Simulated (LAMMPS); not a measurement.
LAMMPS 22 Jul 2025, classical MD, Stillinger-Weber (Si.sw): Si, 512000 atoms.

```
Property                                                                                           Value
-----------------------------------------------  -------------------------------------------------------
task                                                                                             MD, nve
potential                                                                        Stillinger-Weber, Si.sw
copies of the repeat unit                                                                       40×40×40
shape (slab and sphere leave vacuum in the box)                                                     bulk
temperature                                                                                        800 K
steps                                                                                                400
timestep                                                                                            1 fs
neighbor skin                                                                                        2 Å
neigh_modify                                                                   every 1 delay 0 check yes
thermo                                                                                               100
newton                                                                                      on (default)
atom_modify sort (bins of 2 Å where set)                                                  1000 (default)
comm_style                                                                               brick (default)
box                                                                              217.2 × 217.2 × 217.2 Å
start                                                generated diamond lattice, warmed in an untimed run
compared values                                  energy and forces of the first step, drift over the run
```

Machine: one whole node, Arm Neoverse V2, 96 cores on 1 socket, no SMT, 1 L3 cache group.

Times are wall-clock medians of two to five runs, from launch to exit, with nothing else on the machine. Unless noted, each process is bound to its own block of adjacent cores. The build: PyPI wheel: MPICH, OPENMP and OPT packages; another build can shift the numbers. Scratch files lie in a memory file system. A preparatory run goes ahead and isn't timed.

Started as
```bash
# ahead of the timed run: OMP_NUM_THREADS=1 mpirun -np 48 lmp -in in.warm -log none -nocite
OMP_NUM_THREADS=1 mpirun -np 32 lmp -in in.lmp -log log.lammps -nocite
```
(32 ranks, neigh_modify = every 1 delay 0 check yes) it takes 9.2 s and 5 neighbour list builds.

**Question.** How long does it take after this change: neigh_modify = every 1 delay 0 check no?

**Answer.** About 18 s (2 runs within 11 %): 2.0× as long. List entries an atom go from 36 to 36, Neigh from 0.098 to 7.9 s and Pair from 7.9 to 7.9 s. Neighbour list builds go from 5 to 400. Change in the result: energy equal as printed, forces on 48 atoms equal as printed, drift of the total energy equal as printed.
